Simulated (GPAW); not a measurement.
A self-consistent single point of MoTe2 (P1, 6 atoms in the cell) with GPAW.

Level of theory: PBEsol, GPAW PAW datasets PBEsol (made by gpaw-setup) (plane waves; GPAW).

```xyz
6
Lattice="1.7600 -3.0484 0.0000 1.7600 3.0484 0.0000 0.0000 0.0000 13.9600" Properties=species:S:1:pos:R:3 pbc="T T T"
Te     1.7276     1.0577    12.2414
Te     1.7526    -1.0183     5.3051
Te     1.7650    -1.0377     1.6878
Te     1.8092     1.0115     8.6818
Mo     1.7562     1.0537     3.4910
Mo     1.7494    -1.0670    10.4729
```

Reference input (self-consistent single point, DFT PBE, plane waves, GPAW PAW datasets PBE (gpaw-data 1.0.1)): mode = pw; ecut = 550 eV; xc = PBE; kpts = 5 5 1; mesh shift (steps) = 0 0 0; occupations.name = fermi-dirac; occupations.width = 0.05 eV; nbands = -6; convergence.density = 1e-05 e/electron; convergence.bands = -4; symmetry.symmorphic = false; symmetry.tolerance = 0.0005. This run's input differs from it in these lines:

```diff
@@ -17,3 +17,3 @@
 calc = GPAW(mode=PW(550),
-            xc='PBE',
+            xc='PBEsol',
             kpts=(5, 5, 1),
```

Its files differ too (potentials: GPAW PAW datasets PBEsol (made by gpaw-setup)).

Output (repeated stretches shortened):

```
     iter     time        total  log10-change:
                         energy   eigst   dens
iter:   1 --:--:--   -41.636792   +0.44
iter:   2 --:--:--   -41.387847   -0.56  -1.18
iter:   3 --:--:--   -40.807506   -1.23  -1.20
iter:   4 --:--:--   -40.349773   -1.18  -1.27
iter:   5 --:--:--   -40.385170   -1.53  -1.47
iter:   6 --:--:--   -40.629951   -1.09  -1.71
iter:   7 --:--:--   -40.254819   -1.61  -1.62
iter:   8 --:--:--   -40.255922   -2.35  -2.45
iter:   9 --:--:--   -40.258448c  -3.35  -2.53
iter:  10 --:--:--   -40.256174c  -3.65  -2.65
iter:  11 --:--:--   -40.255682c  -4.00  -2.72
iter:  12 --:--:--   -40.255438c  -4.51  -3.00
iter:  13 --:--:--   -40.255388c  -4.63  -3.14
   [... 8 lines left out ...]
iter:  22 --:--:--   -40.255330c  -7.07  -4.07
iter:  23 --:--:--   -40.255330c  -7.36  -4.17
iter:  24 --:--:--   -40.255329c  -7.16  -4.22
iter:  25 --:--:--   -40.255329c  -7.18  -4.31
iter:  26 --:--:--   -40.255328c  -7.40c -4.39
iter:  27 --:--:--   -40.255328c  -7.51c -4.45
iter:  28 --:--:--   -40.255328c  -7.81c -4.56
iter:  29 --:--:--   -40.255328c  -7.95c -4.80
iter:  30 --:--:--   -40.255328c  -8.21c -4.98
iter:  31 --:--:--   -40.255328c  -7.73c -5.18c
Converged after 31 iterations.

Dipole moment: (-0.000625, 0.038030, -0.115069) |e|*Ang

Energy contributions relative to reference atoms: (reference = -958997.056781)

Kinetic:        +11.576720
Potential:      -18.776035
External:        +0.000000
XC:             -32.810348
Entropy (-ST):   -0.000184
Local:           -0.245573
SIC:             +0.000000
--------------------------
Free energy:    -40.255420
Extrapolated:   -40.255328

Showing only first 2 kpts
 Kpt  Band  Eigenvalues  Occupancy
  0    24      7.70472    1.99999
  0    25      8.01021    1.99432
  0    26     10.68417    0.00000
  0    27     10.83231    0.00000

  1    24      7.31812    2.00000
  1    25      7.54154    2.00000
  1    26      9.43752    0.00000
  1    27      9.90854    0.00000

Fermi level: 8.30330

Gap: 0.661 eV
Transition (v -> c):
   [... lines left out ...]
Direct gap: 1.249 eV
   [... lines left out ...]
  0 Te    0.16884   -0.63049    0.30348
  1 Te    0.02444    0.26321   -0.33678
  2 Te   -0.06236    0.38409    0.20424
  3 Te   -0.41713   -0.34891   -0.02457
  4 Mo    0.03870   -0.65519    0.12736
  5 Mo    0.24752    0.98731   -0.27397

Stress tensor:
     0.003671    -0.000684    -0.007536
    -0.000684     0.014738     0.004337
    -0.007536     0.004337    -0.000067
Stress (GPa, Voigt): [ 0.5881  2.3613 -0.0107  0.6949 -1.2074 -0.1096]
```

The run converged in 31 iterations. GPAW prints stress with tension positive. Against the reference run the pressure goes from 3.07 to -0.98 GPa, the largest force goes from 1.076 to 1.054 eV/Å and the gap on the mesh goes from 0.685 to 0.661 eV.

The starting cell has typed, rounded lattice constants, without a prior relaxation at this level. Its atoms were displaced at random from the sites of space group no. 194. Spin-orbit coupling is off. Forces in this geometry exceed 1 eV/Å.

Cost on one core of a shared machine: roughly 90 s.
